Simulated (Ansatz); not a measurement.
Reference: NbC (Fm-3m), PBEsol, DFPT electron-phonon coupling, linearised Boltzmann equation (plane waves, PAW, scalar-relativistic; Ansatz, an electronic-structure program); geometry: relaxed with this functional, without spin-orbit coupling.

```cif
data_CNb
_chemical_formula_sum 'Nb1 C1'
_space_group_name_H-M_alt 'P 1'
_space_group_IT_number 1
_cell_length_a 3.14646
_cell_length_b 3.14646
_cell_length_c 3.14646
_cell_angle_alpha 60.000
_cell_angle_beta 60.000
_cell_angle_gamma 60.000
loop_
_space_group_symop_operation_xyz
  'x, y, z'
loop_
_atom_site_label
_atom_site_type_symbol
_atom_site_fract_x
_atom_site_fract_y
_atom_site_fract_z
_atom_site_occupancy
Nb1 Nb 0.00000 0.00000 0.00000 1
C1 C 0.50000 0.50000 0.50000 1
```

| Property | Value |
|---|---|
| resistivity at 300 K | 18.1 μΩ·cm |

Replace Nb by Ta on the same sites and relax. What happens?

TaC (Fm-3m): volume per atom 11.0 to 10.9 Å³; resistivity at 300 K falls (18.1 μΩ·cm to 15.0 μΩ·cm).

Replace Nb by Ti on the same sites and relax. What happens?

TiC (Fm-3m): volume per atom 11.0 to 9.9 Å³; resistivity at 300 K falls (18.1 μΩ·cm to 12.5 μΩ·cm).

Replace Nb by Zr on the same sites and relax. What happens?

ZrC (Fm-3m): volume per atom 11.0 to 12.7 Å³; resistivity at 300 K falls (18.1 μΩ·cm to 16.1 μΩ·cm).

Moves up to 8 % count as about the same. Metals; harmonic phonons alone scatter; means over directions. Halving the electron mesh moves these values by up to 6 %; q meshes are mostly untested. Spin-orbit coupling is left out.

The missing spin-orbit coupling matters most for TaC (Fm-3m).
